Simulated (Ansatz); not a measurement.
A hypothetical phase is included: elements placed on a structure type, which no database files for this compound.

## Evanescent states of BN (P3m1, 20 atoms a cell, 5.9 Å³ an atom) along the normal of (001)

All values below come from r2SCAN (plane waves, PAW; Ansatz, a program for electronic structure).

No gap correction and no spin-orbit coupling; mid-gap is the computed energy nearest the middle.

Energies count from the valence-band top; κ is the least over a 18×18 mesh across the current.

```tsv
E (eV)	κ (1/Å)	where
0.14	0.120	Γ
0.41	0.172	Γ
0.68	0.210	Γ
0.94	0.240	Γ
1.22	0.265	Γ
1.49	0.287	Γ
1.75	0.306	Γ
2.02	0.322	Γ
2.29	0.337	Γ
2.56	0.350	Γ
2.83	0.361	Γ
3.10	0.371	Γ
3.38	0.380	Γ
3.65	0.387	Γ
3.92	0.393	Γ
4.18	0.398	Γ
4.46	0.402	Γ
4.72	0.386	off Γ
5.00	0.363	off Γ
5.26	0.332	off Γ
5.54	0.245	off Γ
```

Task: How thick must the barrier be to attenuate the transmission by 10^8 when the electrodes' Fermi level lies at 3.38 eV, and what attenuation does that film give at 0.68 eV?

Result: d = 8 ln 10 / (2 × 0.380) = 24.2 Å. At 0.68 eV it gives 8 × 0.210/0.380 = 4.4 decades.
